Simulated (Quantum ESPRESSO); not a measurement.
# Quick settings and what they miss: Lu₂C (R-3m, 3 atoms in the cell)

Self-consistent single point.

```xyz
3
Lattice="1.7446 1.0073 5.8289 -1.7446 1.0073 5.8289 0.0000 -2.0145 5.8289" Properties=species:S:1:pos:R:3 pbc="T T T"
Lu     0.0000     0.0000     4.2113
Lu     0.0000     0.0000    13.2754
C      0.0000     0.0000     8.7434
```

Level of theory: PBEsol, PSlibrary PAW (PBE) pseudopotentials (plane waves; Quantum ESPRESSO 7.5).

Base settings: ecutwfc = 50 Ry; ecutrho = 400 Ry; occupations = smearing; smearing = gaussian; degauss = 0.0036749 Ry; input_dft = pbesol; potentials = {Lu: Lu.pbe-spdn-kjpaw_psl.1.0.0.UPF, C: C.pbe-n-kjpaw_psl.1.0.0.UPF}; K_POINTS = automatic 8 8 8 0 0 0; conv_thr = 1e-09 Ry; mixing_beta = 0.7.

Tight run (finer mesh or higher cutoff; not a proven limit): ecutwfc: 50 Ry → 70 Ry; ecutrho: 400 Ry → 560 Ry; conv_thr: 1e-09 Ry → 7.3e-11 Ry; K_POINTS: automatic 8 8 8 0 0 0 → automatic 11 11 11 0 0 0. It gave Fermi level (on the code's own zero) 10.25 eV; pressure -2.71 GPa; largest force (vector length) 0.184 eV/Å.

Quick runs, as changes from the base:
- A: the base itself
- B: ecutwfc: 50 Ry → 35 Ry; ecutrho: 400 Ry → 280 Ry; K_POINTS: automatic 8 8 8 0 0 0 → automatic 8 8 8 1 1 1
- C: ecutwfc: 50 Ry → 25 Ry; ecutrho: 400 Ry → 225 Ry; smearing: gaussian → marzari-vanderbilt; degauss: 0.0036749 Ry → 0.0099958 Ry; input_dft: pbesol → default; conv_thr: 1e-09 Ry → 7.3e-05 Ry; pseudopotentials: {Lu: Lu.pbe-spdn-kjpaw_psl.1.0.0.UPF, C: C.pbe-n-kjpaw_psl.1.0.0.UPF} → {Lu: Lu.pz-spdn-kjpaw_psl.1.0.0.UPF, C: C.pz-n-kjpaw_psl.1.0.0.UPF}; K_POINTS: automatic 8 8 8 0 0 0 → automatic 2 2 2 1 1 1 [LDA (PZ)]
- D: ecutwfc: 50 Ry → 25 Ry; ecutrho: 400 Ry → 200 Ry; smearing: gaussian → methfessel-paxton; degauss: 0.0036749 Ry → 0.036749 Ry; conv_thr: 1e-09 Ry → 7.3e-06 Ry
- E: ecutwfc: 50 Ry → 25 Ry; ecutrho: 400 Ry → 200 Ry; conv_thr: 1e-09 Ry → 7.3e-05 Ry; K_POINTS: automatic 8 8 8 0 0 0 → automatic 4 4 4 0 0 0
- F: ecutwfc: 50 Ry → 30 Ry; ecutrho: 400 Ry → 240 Ry; K_POINTS: automatic 8 8 8 0 0 0 → automatic 1 1 1 1 1 1

Energies are extrapolated to zero smearing width, which holds to low order in the width alone (under cold and Methfessel-Paxton smearing the free energy itself is taken).

Dashes: energy of C, another energy zero; pressure of C, D, E, not trusted under this conv_thr with d or f elements; time of C, E, F, under 30 s.

† marks runs with another functional, U, potentials or spin treatment: their distance from the tight run is not a convergence error alone.

The count of work is k-points × plane waves × bands × iterations; it is no time. Core times come from one kind of shared machine and are given to one figure; runs under 30 s give none.

The starting cell comes from a database of computed structures (which also holds hypothetical and non-ambient phases and stackings), without a prior relaxation at this level. Its lattice was rescaled by a random factor within 2.5 % of one.

| run | energy less tight (meV/atom) | pressure less tight (GPa) | largest miss in a force vector (eV/Å) | count of work / tight | core time / tight (rough) |
|---|---|---|---|---|---|
| A | 9.8 | 0.02 | 0.012 | 0.25 | 0.2 |
| B | 36.1 | -1.55 | 0.018 | 0.12 | 0.1 |
| C† | – | – | 0.540 | 0.0023 | – |
| D | 526.9 | – | 0.017 | 0.052 | 0.05 |
| E | 533.9 | – | 0.094 | 0.012 | – |
| F | -228.3 | -12.10 | 7.346 | 0.0017 | – |

Among the runs at the tight run's level, the energy misses run from 9.8 to 533.9 meV/atom.
